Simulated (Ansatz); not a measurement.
End structure of a constructed model of the (0001) surface of 4H silicon carbide, Si-terminated, (√3x√3)R30° In adatom at H3 (bottom of the slab: 3 H on 3 bottom sites):

```yaml
crystal:
  lattice:
    - [4.64113, 2.67956, 0.00000]
    - [-4.64113, 2.67956, 0.00000]
    - [0.00000, 0.00000, 27.50000]
  atoms:
    - { symbol: C, position: [0.00000, 0.00000, 0.33580] }
    - { symbol: C, position: [0.33333, 0.66667, 0.33580] }
    - { symbol: C, position: [0.66667, 0.33333, 0.33580] }
    - { symbol: Si, position: [0.00000, 0.33333, 0.35886] }
    - { symbol: Si, position: [0.33333, 0.00000, 0.35886] }
    - { symbol: Si, position: [0.66667, 0.66667, 0.35886] }
    - { symbol: C, position: [0.00000, 0.33333, 0.42789] }
    - { symbol: C, position: [0.33333, 0.00000, 0.42791] }
    - { symbol: C, position: [0.66667, 0.66667, 0.42791] }
    - { symbol: Si, position: [0.00000, 0.00005, 0.45089] }
    - { symbol: Si, position: [0.33329, 0.66662, 0.45089] }
    - { symbol: Si, position: [0.66671, 0.33333, 0.45089] }
    - { symbol: C, position: [0.00000, 0.00026, 0.51991] }
    - { symbol: C, position: [0.33307, 0.66640, 0.51991] }
    - { symbol: C, position: [0.66693, 0.33333, 0.51991] }
    - { symbol: Si, position: [0.00000, 0.66671, 0.54299] }
    - { symbol: Si, position: [0.33338, 0.33333, 0.54299] }
    - { symbol: Si, position: [0.66662, 0.99995, 0.54299] }
    - { symbol: C, position: [0.00000, 0.66588, 0.61257] }
    - { symbol: C, position: [0.33255, 0.33333, 0.61257] }
    - { symbol: C, position: [0.66745, 0.00079, 0.61257] }
    - { symbol: Si, position: [0.00000, 0.99691, 0.63591] }
    - { symbol: Si, position: [0.33642, 0.66975, 0.63591] }
    - { symbol: Si, position: [0.66358, 0.33333, 0.63591] }
    - { symbol: H, position: [0.00000, 0.99999, 0.29570] }
    - { symbol: H, position: [0.33334, 0.66667, 0.29570] }
    - { symbol: H, position: [0.66666, 0.33333, 0.29570] }
    - { symbol: In, position: [0.00000, 0.33333, 0.70976] }
```

Set-up: 28 atoms, 11.3 Å thick at the start with caps and adatoms (thin: gaps and levels are the slab's own); mesh 6x6x1; 0.025 eV smearing; dipole correction on; single point; on the structure that PBE left under its start's symmetry; no spin, no spin-orbit, no U. In PBE it lies 0.11 eV a 1x1 cell over the lowest computed structure of the same composition ((√3x√3)R30° In adatom at T4).

Predict the highest filled level below the top vacuum level from r2SCAN, at the PBE geometry (Ansatz, a program for electronic structure).

4.02 eV

What is the computed gap of the slab on its k-mesh (r2SCAN, at the PBE geometry)?

0.94 eV
